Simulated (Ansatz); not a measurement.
The reference is ZnS in the zinc blende structure (space group F-43m, No. 216).

Space group F-43m (No. 216); a = b = c = 5.357 Å, α = β = γ = 90.00°

```
atom  site  symmetry       x       y       z
----  ----  --------  ------  ------  ------
S       4c      -43m  0.2500  0.2500  0.2500
Zn      4a      -43m  0.0000  0.0000  0.0000
```
(The calculation used a cell of 2 atoms; values per cell refer to that cell.)

The values are results of PBEsol/PAW in Ansatz (an electronic-structure program), no SOC, not measurements.

```tsv
level	band gap	lattice parameter a
PBEsol	2.09 eV	5.357 Å
```

Measured: band gap 3.94 eV (static lattice; corrected from measurement; as listed in Wei Chen et al., Physical Review Materials (2018)); lattice parameter a 5.41 Å (room temperature; as listed in Martin Albrecht, Beate Paulus, Hermann Stoll, Phys. Rev. B (1997)).

Computed minus measured — band gap: PBEsol -1.85 eV; lattice parameter a: PBEsol -1.0 %. Measured values not marked as corrected hold thermal and zero-point effects that the static-lattice runs lack. A measured gap can be an optical one, lowered by exciton binding.

Whether these cells are dynamically stable was not tested.
